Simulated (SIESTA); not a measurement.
Band structure of PbF4 (I4/mmm, 5 atoms in the cell).

```xyz
5
Lattice="-2.1751 2.1751 3.9849 2.1751 -2.1751 3.9849 2.1751 2.1751 -3.9849" Properties=species:S:1:pos:R:3 pbc="T T T"
Pb     0.0000     0.0000     0.0000
F      0.0000     0.0000     5.9627
F      0.0000     0.0000     2.0072
F      0.0000     2.1751     0.0000
F      2.1751     0.0000     0.0000
```

Computed with GGA PBEsol, numerical atomic orbitals DZP, PseudoDojo PBEsol standard norm-conserving potentials (rewritten from UPF to PSML) (SIESTA).

Settings: XC.functional = GGA; XC.authors = PBEsol; potentials = PseudoDojo PBEsol standard; PAO.BasisSize = DZP; PAO.EnergyShift = 0.01 Ry; MeshCutoff = 350 Ry; kgrid.MonkhorstPack = 6 6 6; OccupationFunction = FD; ElectronicTemperature = 10 K; MaxSCFIterations = 150; SCF.Mixer.Method = Pulay; SCF.Mixer.Weight = 0.2; SCF.Mixer.History = 8; SCF.DM.Tolerance = 1.0E-04.

The starting cell comes from a database of computed structures (which also holds hypothetical and non-ambient phases and stackings), without a prior relaxation at this level. Its lattice was rescaled by a random factor within 2.5 % of one. Spin-orbit coupling is off. Values carry the incompleteness of an atom-centred basis.

### Question
Predict the gap along the standard path and the places of the band edges.

### Answer
The gap along the path is 1.52 eV, from X to Γ; the smallest direct gap on it is 1.66 eV.

Levels in eV from the top of the valence band on the path, bands 18 to 22:
```json
[
 {"point": "Γ", "18": "-0.85", "19": "-0.66", "20": "-0.14", "21": "-0.14", "22": "1.52"},
 {"point": "X", "18": "-0.53", "19": "-0.22", "20": "-0.15", "21": "0.00", "22": "4.58"},
 {"point": "Y", "18": "-0.56", "19": "-0.29", "20": "-0.17", "21": "-0.02", "22": "3.78"},
 {"point": "S", "18": "-0.58", "19": "-0.42", "20": "-0.29", "21": "-0.06", "22": "2.98"},
 {"point": "Z", "18": "-0.48", "19": "-0.48", "20": "-0.08", "21": "-0.08", "22": "2.15"},
 {"point": "S1", "18": "-0.58", "19": "-0.42", "20": "-0.29", "21": "-0.06", "22": "2.98"},
 {"point": "N", "18": "-0.53", "19": "-0.38", "20": "-0.30", "21": "-0.26", "22": "3.31"},
 {"point": "P", "18": "-0.48", "19": "-0.48", "20": "-0.09", "21": "-0.09", "22": "4.59"},
 {"point": "Y1", "18": "-0.56", "19": "-0.29", "20": "-0.17", "21": "-0.02", "22": "3.78"}
]
```

Higher empty bands are left out: an atom-centred basis made for the valence describes them poorly.
